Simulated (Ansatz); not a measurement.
**LiNbO3: stress against strain**

LiNbO3 (R3c, 10.521 Å³/atom and stress up to 0.01 GPa in the relaxed cell, c along z) under an equal strain ε in the (0001) plane with the normal axis free, as in a coherent film. PBEsol in Ansatz, a plane-wave DFT program (PAW, default set), 420 eV, 8×8×8 Γ-centred mesh, Fermi-Dirac smearing 0.05 eV; ions are relaxed, or left where forces stay under 0.02 eV/Å, within the symmetry of each cell. Stress is positive for a compressed cell.

Here s stands for strain and y for stress xx.

| strain (%) | stress xx (GPa) |
|---|---|
| -3.00 | ? |
| -1.50 | 3.46 |
| -0.75 | 1.68 |
| 0.00 | -0.01 |
| 0.75 | -1.60 |
| 1.50 | -3.08 |

Taking a straight line for y over the 5 complete rows: Means: s 0, y 0.090. About the means, the sum of products is -12.270 and the sum of squares of s is 5.6250; the slope is their ratio. Least squares gives y = 0.090 - 2.1813·s. Residuals (row less fit): 0.098, -0.046, -0.100, -0.054, 0.102; standard error 0.108 (degrees of freedom: 3). The slope gives the biaxial elastic modulus of this plane = 218 ± 5 GPa (± standard error of the fit, which holds the terms cut off).

Estimate the missing y (s = -3.00); what did the run itself give?

y = 0.090 - 2.1813 × (-3.00) = 6.634 GPa. The calculation gives 7.32 GPa, 0.686 GPa above the prediction (6.6 % of the range of y in the table). The row lies outside the fitted rows, so this is an extrapolation. From the scatter of the fitted rows alone, a prediction at this place has a standard error of 0.181 GPa, so the miss is 3.8 times that.

A polynomial of degree 2 through the 8 other runs of the series gives 7.34 there, so most of the miss is curvature that the fit leaves out. The start is a measured cell from the literature; how it stands against other phases or cation orders wasn't checked. Rows are the converged runs of the series near zero and its far end; series whose fitted rows scatter by over a few per cent of the range, as at a crossing or softening among them, aren't shown in this form, nor equations of state whose B0' disagrees with the runs' pressures. Most that stay on the fit to the last digits aren't either.
